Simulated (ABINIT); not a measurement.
Band structure of ZrSe (P-6m2, 2 atoms in the cell).

```yaml
crystal:
  lattice:
    - [3.60943, 0.00000, 0.00000]
    - [-1.80472, 3.12586, 0.00000]
    - [0.00000, 0.00000, 3.66107]
  atoms:
    - { symbol: Zr, position: [0.00000, 0.00000, 0.00000] }
    - { symbol: Se, position: [0.33333, 0.66667, 0.50000] }
```

Computed with PBEsol, norm-conserving pseudopotentials (PseudoDojo nc-sr-04 PBEsol standard) (plane waves; ABINIT).

Settings: pseudos = [Zr.upf, Se.upf]; ecut = 43 Ha; occopt = 3; tsmear = 0.136 eV; ngkpt = 7 7 6; nshiftk = 1; shiftk = 0 0 0; potentials = PseudoDojo nc-sr-04 PBEsol standard; kptopt = 1; nstep = 100; tolvrs1 = 1e-11; ndtset = 2; getden2 = 1.

The starting cell comes from a database of computed structures (which also holds hypothetical and non-ambient phases and stackings), without a prior relaxation at this level. Its lattice was rescaled by a random factor within 2.5 % of one.

Levels in eV from the Fermi level, bands 11 to 18:
```json
[
 {"point": "Γ", "11": "-3.24", "12": "-3.24", "13": "-3.06", "14": "-2.47", "15": "1.59", "16": "1.64", "17": "1.64", "18": "2.54"},
 {"point": "M", "11": "-6.88", "12": "-4.21", "13": "-2.98", "14": "-2.03", "15": "1.03", "16": "2.65", "17": "2.83", "18": "3.20"},
 {"point": "K", "11": "-6.21", "12": "-5.24", "13": "-4.18", "14": "-0.03", "15": "0.49", "16": "1.01", "17": "1.28", "18": "5.09"},
 {"point": "A", "11": "-7.30", "12": "-2.83", "13": "-2.83", "14": "-0.08", "15": "-0.08", "16": "1.61", "17": "1.88", "18": "1.88"},
 {"point": "L", "11": "-5.86", "12": "-5.72", "13": "-4.30", "14": "-0.70", "15": "2.17", "16": "2.76", "17": "2.79", "18": "4.60"},
 {"point": "H", "11": "-6.20", "12": "-5.63", "13": "-4.36", "14": "-0.28", "15": "2.46", "16": "2.62", "17": "3.50", "18": "4.14"}
]
```

Bands cross the Fermi level along this path, so the cell is metallic at this level.
